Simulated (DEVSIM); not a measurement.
Device: Si p-i-n diode, at 300 K.

| layer (left to right) | material | thickness (μm) | Nd (cm⁻³) | Na (cm⁻³) | τn (s) | τp (s) |
|---|---|---|---|---|---|---|
| 1 | Si | 0.240 | - | 5.6e18 | 4.7e-6 | 4.7e-6 |
| 2 | Si | 0.260 | 2.6e11 | - | 4.7e-6 | 4.7e-6 |
| 3 | Si | 4.70 | 1.6e18 | - | 4.7e-6 | 4.7e-6 |

Left contact: ohmic. Right contact: ohmic. Voltage is applied to the left contact. Recombination: SRH at mid-gap, Auger. Mobility is μmin + (μ − μmin)/(1 + (N/Nref)^α).

This is a model device: material constants are rounded textbook-type values typed into the input, and sizes, dopings and lifetimes were drawn at random. Values at 300 K; Nc and Nv go as T^1.5, mobilities as T to minus their exponent, the gap by Varshni's rule with the affinity fixed.

```csv
parameter,Si
gap (eV),1.124
affinity (eV),4.05
permittivity,11.7
Nc (cm⁻³),2.86e19
Nv (cm⁻³),3.1e19
μn (cm²/Vs),1417
μp (cm²/Vs),470
"μn,min",52
"μp,min",45
"Nref,n",9.7e16
"Nref,p",2.2e17
αn,0.68
αp,0.72
T exponent of μn,2.3
T exponent of μp,2.2
Cn (cm⁶/s),2.8e-31
Cp (cm⁶/s),9.9e-32
Varshni α (eV/K),0.000473
Varshni β (K),636
```

DEVSIM, 1D drift-diffusion, Boltzmann statistics, complete ionisation; no tunnelling, impact ionisation, image-force lowering or self-heating.

Base results: dark forward voltage at 1 A/cm² (V) 0.729; dark forward voltage at 100 A/cm² (V) 0.849; potential step across the device at zero bias (V) 1.005.

Q: What follows from this one change: thickness of layer 1 0.24 → 0.048 μm?

A: dark forward voltage at 1 A/cm² 0.729 → 0.690 V; dark forward voltage at 100 A/cm² 0.849 → 0.810 V; potential step across the device at zero bias little changed (1.005 V).

Q: What follows from this one change: temperature 300 → 450 K?

A: dark forward voltage at 1 A/cm² 0.729 → 0.445 V; dark forward voltage at 100 A/cm² 0.849 → 0.625 V; potential step across the device at zero bias 1.005 → 0.856 V.

Q: What follows from this one change: constant mobility in place of the doping-dependent one?

A: dark forward voltage at 1 A/cm² 0.729 → 0.671 V; dark forward voltage at 100 A/cm² 0.849 → 0.790 V; potential step across the device at zero bias little changed (1.005 V).
